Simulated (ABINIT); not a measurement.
# Quick settings and what they miss: MnS (Fm-3m, 2 atoms in the cell)

Self-consistent single point.

```
CELL_PARAMETERS angstrom
      0.00000     2.50666     2.50666
      2.50666     0.00000     2.50666
      2.50666     2.50666     0.00000
ATOMIC_POSITIONS crystal
  S  0.00000 0.00000 0.00000
  Mn 0.50000 0.50000 0.50000
```
Moments meant for the start (each program seeds them in its own way; μB, in the order of the atoms S Mn): 0.0 4.0.

Computed with PBE, PAW (JTH v2.0 PBE PAW) (plane waves; ABINIT).

Base settings: pseudos = [S.GGA_PBE-JTH.xml, Mn.GGA_PBE-JTH.xml]; ecut = 816 eV; pawecutdg = 1633 eV; pawxcdev = 0; nsppol = 2; occopt = 3; tsmear = 0.1 eV; ngkpt = 9 9 9; nshiftk = 1; shiftk = 0 0 0; potentials = JTH v2.0 PBE PAW; nband = 18.

Tight run (finer mesh or higher cutoff; not a proven limit): ecut: 816 eV → 1143 eV; pawecutdg: 1633 eV → 2286 eV; ngkpt: 9 9 9 → 13 13 13; tolvrs: 1e-10 → default; toldfe: default → 3.7e-11 Ha. It gave Fermi level (on the code's own zero) 8.44 eV; pressure 3.25 GPa; size of the cell's spin moment 4.32 μB; site moments (μB, in the program's spheres or projections) S 0.09, Mn 3.85.

Quick runs, as changes from the base:
- A: the base itself
- B: ecut: 816 eV → 490 eV; pawecutdg: 1633 eV → 980 eV; occopt: 3 → 7; tsmear: 0.1 eV → 0.136 eV; ngkpt: 9 9 9 → 3 3 3; shiftk: 0 0 0 → 0.5 0.5 0.5
- C: pseudos: [S.GGA_PBE-JTH.xml, Mn.GGA_PBE-JTH.xml] → [S.LDA_PW-JTH.xml, Mn.LDA_PW-JTH.xml]; ecut: 816 eV → 571 eV; pawecutdg: 1633 eV → 1143 eV; occopt: 3 → 6; tsmear: 0.1 eV → 0.2 eV; ngkpt: 9 9 9 → 8 8 8; shiftk: 0 0 0 → 0.5 0.5 0.5; potentials: JTH v2.0 PBE PAW → JTH v2.0 LDA PAW [LDA (PW92)]
- D: pseudos: [S.GGA_PBE-JTH.xml, Mn.GGA_PBE-JTH.xml] → [S.LDA_PW-JTH.xml, Mn.LDA_PW-JTH.xml]; ecut: 816 eV → 653 eV; pawecutdg: 1633 eV → 1306 eV; tsmear: 0.1 eV → 0.272 eV; ngkpt: 9 9 9 → 2 2 2; shiftk: 0 0 0 → 0.5 0.5 0.5; potentials: JTH v2.0 PBE PAW → JTH v2.0 LDA PAW [LDA (PW92)]
- E: ecut: 816 eV → 408 eV; pawecutdg: 1633 eV → 816 eV; occopt: 3 → 6; tsmear: 0.1 eV → 0.272 eV; ngkpt: 9 9 9 → 4 4 4

Dashes: time of D, under 30 s.

† marks runs with another functional, U, potentials or spin treatment: their distance from the tight run is not a convergence error alone.

The count of work is k-points × plane waves × bands × iterations; it is no time. Core times come from one kind of shared machine and are given to one figure; runs under 30 s give none.

The starting cell was generated: these elements placed on a structure prototype, without a prior relaxation; it need not be a known phase or ordering of this composition. Its lattice was rescaled by a random factor within 2.5 % of one. With one magnetic atom in the cell only a parallel order is possible.

```
run  pressure less tight (GPa)  size of the net moment less tight (μB/atom)  count of work / tight  core time / tight (rough)
---  -------------------------  -------------------------------------------  ---------------------  -------------------------
A                        -0.47                                        -0.01                   0.27                        0.4
B                        -2.14                                         0.04                  0.020                       0.06
C†                      -11.65                                        -0.08                   0.23                        0.3
D†                       -7.04                                        -0.04                  0.011                          –
E                        -0.75                                         0.04                  0.026                       0.07
```

Left out of this page: 1 run of the series outside the window shown, repeating another row's setting, or not comparable.
